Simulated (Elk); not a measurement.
# Worked example: self-consistent single point of ZrC (Fm-3m, 2 atoms in the cell) in Elk

Method of the run: PBE, all-electron FP-LAPW, Elk's shipped species files, APW+lo basis with extra local orbitals run with Elk.

Input as run:

```
tasks
  0

xctype
  20

rgkmax
  8.0

gmaxvr
  14.0

nxlo
  2

lorbcnd
  .true.

rmtscf
  0.93

lmaxi
  3

stype
  0

swidth
  0.00734986

avec
    0.0000000000    4.3631414060    4.3631414060
    4.3631414060    0.0000000000    4.3631414060
    4.3631414060    4.3631414060    0.0000000000

atoms
  2   : nspecies
  'Zr.in'   : spfname
  1   : natoms; atposl, bfcmt below
  0.0000000000  0.0000000000  0.0000000000    0.0 0.0 0.0
  'C.in'   : spfname
  1   : natoms; atposl, bfcmt below
  0.5000000000  0.5000000000  0.5000000000    0.0 0.0 0.0

ngridk
  10 10 10
```

Log, with long lists cut:

```
│ Elk code version 10.2.4 │

All units are atomic (Hartree, Bohr, etc.)

│ Ground-state run starting from atomic densities │

Lattice vectors :
   0.000000000       4.363141406       4.363141406
   4.363141406       0.000000000       4.363141406
   4.363141406       4.363141406       0.000000000

Unit cell volume      :    166.1222714
Brillouin zone volume :    1.493178556

Muffin-tin inner radius fraction :   0.1000000000E-01

Nuclei treated as point charges

Species :    1 (Zr)
 parameters loaded from : Zr.in
 name : zirconium
 nuclear charge    :   -40.00000000
 electronic charge :    40.00000000
 atomic mass :    166291.1791
 muffin-tin radius :    2.418000000
 number of radial points in muffin-tin :    597
 atomic positions (lattice), magnetic fields (Cartesian) :
   1 :   0.00000000  0.00000000  0.00000000    0.00000000  0.00000000  0.00000000

Species :    2 (C)
 parameters loaded from : C.in
 name : carbon
 nuclear charge    :   -6.000000000
 electronic charge :    6.000000000
 atomic mass :    21894.16672
 muffin-tin radius :    1.674000000
 number of radial points in muffin-tin :    297
 atomic positions (lattice), magnetic fields (Cartesian) :
   1 :   0.50000000  0.50000000  0.50000000    0.00000000  0.00000000  0.00000000

Total number of atoms per unit cell :    2

Spin treatment :
 spin-unpolarised

Number of Bravais lattice symmetries :   48
Number of crystal symmetries         :   48
Crystal has inversion symmetry
Real symmetric eigensolver will be used

k-point grid :     10    10    10
k-point offset :    0.000000000       0.000000000       0.000000000
k-point set is reduced with full crystal symmetry group
Total number of k-points :       47

Muffin-tin radius times maximum |G+k| :    8.000000000
 using average radius
Maximum |G+k| for APW functions       :    3.910068426
Maximum (1/2)|G+k|²                   :    7.644317549
Maximum |G| for potential and density :    14.00000000
 potential will be trimmed for |G| > 2 gkmax
Constant for pseudocharge density :    8
Radial integration step length :    4

G-vector grid sizes :     28    28    28
Number of G-vectors :     7727

Maximum angular momentum used for
 APW functions                      :    8
 outer part of muffin-tin           :    6
 inner part of muffin-tin           :    3

Total nuclear charge    :   -46.00000000
Total core charge       :    30.00000000
Total valence charge    :    16.00000000
Total excess charge     :    0.000000000
Total electronic charge :    46.00000000

Effective Wigner radius, rₛ :   0.9517593236

Number of empty states         :    8
Total number of valence states :   16
Total number of core states    :   30

Conduction state local-orbitals added automatically
Total number of local-orbitals :  144

Exchange-correlation functional :     20     0     0
 Perdew-Burke-Ernzerhof, Phys. Rev. Lett. 77, 3865 (1996)
 gradient requirement :    1
 generalised gradient approximation (GGA)

Smearing type :    0
 Gaussian
Smearing width :   0.7349860000E-02
Effective electronic temperature (K) :    2320.902224

Mixing type :    3
 Broyden mixing, J. Phys. A: Math. Gen. 17, L317 (1984)

Kohn-Sham potential initialised from atomic data

│ Self-consistent loop started │
│ Loop number : 1 │
 total energy                :     -3637.41660471
│ Loop number : 2 │
 total energy                :     -3637.56791885
RMS change in Kohn-Sham potential (target) :    2.089895789     (  0.1000000000E-05)
Absolute change in total energy (target)   :   0.1513141349     (  0.1000000000E-03)
│ Loop number : 3 │
 total energy                :     -3637.43259220
RMS change in Kohn-Sham potential (target) :    2.056436002     (  0.1000000000E-05)
Absolute change in total energy (target)   :   0.9749811820E-01 (  0.1000000000E-03)
│ Loop number : 4 │
 total energy                :     -3637.53250719
RMS change in Kohn-Sham potential (target) :    1.008655721     (  0.1000000000E-05)
Absolute change in total energy (target)   :   0.7554046481E-01 (  0.1000000000E-03)
│ Loop number : 5 │
 total energy                :     -3637.63114396
RMS change in Kohn-Sham potential (target) :   0.3289290850     (  0.1000000000E-05)
Absolute change in total energy (target)   :   0.1175218829     (  0.1000000000E-03)
│ Loop number : 6 │
 total energy                :     -3637.56536163
RMS change in Kohn-Sham potential (target) :   0.8047400492E-01 (  0.1000000000E-05)
Absolute change in total energy (target)   :   0.3640185794E-01 (  0.1000000000E-03)
│ Loop number : 7 │
 total energy                :     -3637.52676699
RMS change in Kohn-Sham potential (target) :   0.9181213563E-02 (  0.1000000000E-05)
Absolute change in total energy (target)   :   0.4769510542E-01 (  0.1000000000E-03)
│ Loop number : 8 │
 total energy                :     -3637.50440193
RMS change in Kohn-Sham potential (target) :   0.6030028957E-02 (  0.1000000000E-05)
Absolute change in total energy (target)   :   0.3428883044E-01 (  0.1000000000E-03)
│ Loop number : 9 │
 total energy                :     -3637.50182817
RMS change in Kohn-Sham potential (target) :   0.6642600573E-02 (  0.1000000000E-05)
Absolute change in total energy (target)   :   0.1114597502E-01 (  0.1000000000E-03)
│ Loop number : 10 │
 total energy                :     -3637.48131023
RMS change in Kohn-Sham potential (target) :   0.2288514141E-02 (  0.1000000000E-05)
Absolute change in total energy (target)   :   0.2330442901E-01 (  0.1000000000E-03)
│ Loop number : 11 │
 total energy                :     -3637.46944356
RMS change in Kohn-Sham potential (target) :   0.3995009215E-03 (  0.1000000000E-05)
Absolute change in total energy (target)   :   0.1769277845E-01 (  0.1000000000E-03)
│ Loop number : 12 │
 total energy                :     -3637.46655876
RMS change in Kohn-Sham potential (target) :   0.2895122379E-04 (  0.1000000000E-05)
Absolute change in total energy (target)   :   0.7307995278E-02 (  0.1000000000E-03)
│ Loop number : 13 │
 total energy                :     -3637.46596260
RMS change in Kohn-Sham potential (target) :   0.1449400526E-04 (  0.1000000000E-05)
Absolute change in total energy (target)   :   0.2423155293E-02 (  0.1000000000E-03)
│ Loop number : 14 │
 total energy                :     -3637.46570201
RMS change in Kohn-Sham potential (target) :   0.8253247652E-05 (  0.1000000000E-05)
Absolute change in total energy (target)   :   0.8663775534E-03 (  0.1000000000E-03)
│ Loop number : 15 │
 total energy                :     -3637.46569668
RMS change in Kohn-Sham potential (target) :   0.1761078393E-05 (  0.1000000000E-05)
Absolute change in total energy (target)   :   0.2219324083E-03 (  0.1000000000E-03)
│ Loop number : 16 │
 total energy                :     -3637.46568765
RMS change in Kohn-Sham potential (target) :   0.4162827553E-06 (  0.1000000000E-05)
Absolute change in total energy (target)   :   0.6451147374E-04 (  0.1000000000E-03)
Convergence targets achieved

│ Loop number : 17 │

Energies :
 Fermi                       :     0.441302505221
 sum of eigenvalues          :     -2143.09359953
 electron kinetic            :      3757.09006469
 core electron kinetic       :      3682.13021021
 Coulomb                     :     -7274.65760439
 Coulomb potential           :     -5744.13216217
 nuclear-nuclear             :     -380.455443787
 electron-nuclear            :     -8044.27215904
 Hartree                     :      1150.06999843
 Madelung                    :     -4402.59152330
 xc potential                :     -156.051502051
 exchange                    :     -117.642400021
 correlation                 :     -2.25575082104
 total energy                :     -3637.46569054

Density of states at Fermi energy :    8.445463318
 (states/Hartree/unit cell)

Estimated indirect band gap :   0.4154203096E-02
 from k-point     28 to k-point      7
Estimated direct band gap   :   0.2430814912E-01
 at k-point     29

Charges :
 core                        :    30.00000000
 valence                     :    16.00000000
 interstitial                :    3.388183369
 muffin-tins (core leakage)
  species :    1 (Zr)
   atom    1                 :    37.69482835     (  0.1063679622E-04)
  species :    2 (C)
   atom    1                 :    4.916988284     (  0.1101547198E-04)
 total in muffin-tins        :    42.61181663
 total calculated charge     :    46.00156927
 total charge                :    46.00000000
 error                       :   0.1569268161E-02

│ Self-consistent loop stopped │
```

The run converged in 17 iterations. The count includes the last loop, which Elk runs after its targets are met.

The starting cell has typed, rounded lattice constants, without a prior relaxation at this level. Its lattice was rescaled by a random factor within 2.5 % of one. Values depend on the basis (sphere radii, cutoffs, local orbitals), which need not be converged. The log's line on a gap gives a spacing of levels on this mesh, which the program prints for metals too.
